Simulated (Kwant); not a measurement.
Model: Hückel tight-binding model, one pz orbital an atom, one spin, coherent transport at 0 K (Kwant). Conductance is in e²/h.

Model system: π system c1ccc2cc3ccccc3cc2c1 between two chain leads. The π system is taken as planar. Atoms are numbered from 0 in the order of the SMILES. Site energies (eV, carbon 0): [0.0, 0.0, 0.0, 0.0, 0.0, 0.0, 0.0, 0.0, 0.0, 0.0, 0.0, 0.0, 0.0, 0.0]. Bonds (i, j, β in eV): (0,1,-2.4) (1,2,-2.4) (2,3,-2.4) (3,4,-2.4) (4,5,-2.4) (5,6,-2.4) (6,7,-2.4) (7,8,-2.4) (8,9,-2.4) (9,10,-2.4) (10,11,-2.4) (11,12,-2.4) (12,13,-2.4) (13,0,-2.4) (12,3,-2.4) (10,5,-2.4). Leads: chains of hopping −3.6 eV, joined by −0.72 eV to atoms 0 and 4.

Site energies and bond integrals are typed Hückel values.

Sweep values stay those of the base run.

One input was changed, with this effect: transmission at E = 0 < 1e-12 → 0.0036.

Problem. Which change was it?
A) contacts moved from atoms [0, 4] to [2, 11]
B) contacts moved from atoms [0, 4] to [0, 6]
C) contacts moved from atoms [0, 4] to [0, 8]
D) contacts moved from atoms [0, 4] to [4, 11]
E) contacts moved from atoms [0, 4] to [0, 7]
F) contacts moved from atoms [0, 4] to [0, 9]

Solution. A, contacts moved from atoms [0, 4] to [2, 11]
